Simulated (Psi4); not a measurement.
Psi4 1.11, PBE0/def2-svpd: In(OH)2(PH2) ([OH][In]([OH])[PH2]), 8 atoms. The geometry is a generated start, not checked to be a minimum at this level.

```
Quantity                                              Value
--------------------------  -------------------------------
task                                                 energy
method                                                 pbe0
basis                                             def2-svpd
memory                                                 3 GB
maxiter                                                 100
keys of the molecule block                      symmetry c1
scf_type                                       df (default)
guess                        auto, which took SAD (default)
scf_initial_accelerator                     adiis (default)
e_convergence                               1e-06 (default)
d_convergence                               1e-06 (default)
dft_radial_points                              75 (default)
dft_spherical_points                          302 (default)
effective core potentials   those of the basis set, past Kr
basis functions                                         134
grid points                                          174796
```

```xyz
8

In    -0.3189     0.0334    -0.1166
O     -1.8545    -0.9859    -0.8331
H     -2.1081    -1.7725    -0.3528
O     -0.1435     1.7072    -1.1295
H     -0.8366     1.7512    -1.7897
P      1.3051    -0.6024     1.7110
H      1.6918     0.7334     1.7868
H      2.2648    -0.8645     0.7240
```

One run each on 2 threads. Values of diis_max_vecs tried: 3, 6, 10 (default), 20.

Task: Predict the course of the SCF iterations along this series.

Result: Fewest SCF iterations, within one of each other: 6 with 10, 10 (default) with 10, 20 with 10. The count rises to 15 at 3. All converge to one solution.

```json
[
 {"diis_max_vecs": "3", "SCF iterations": "15", "end": "same solution"},
 {"diis_max_vecs": "6", "SCF iterations": "10", "end": "same solution"},
 {"diis_max_vecs": "10 (default)", "SCF iterations": "10", "end": "same solution"},
 {"diis_max_vecs": "20", "SCF iterations": "10", "end": "same solution"}
]
```
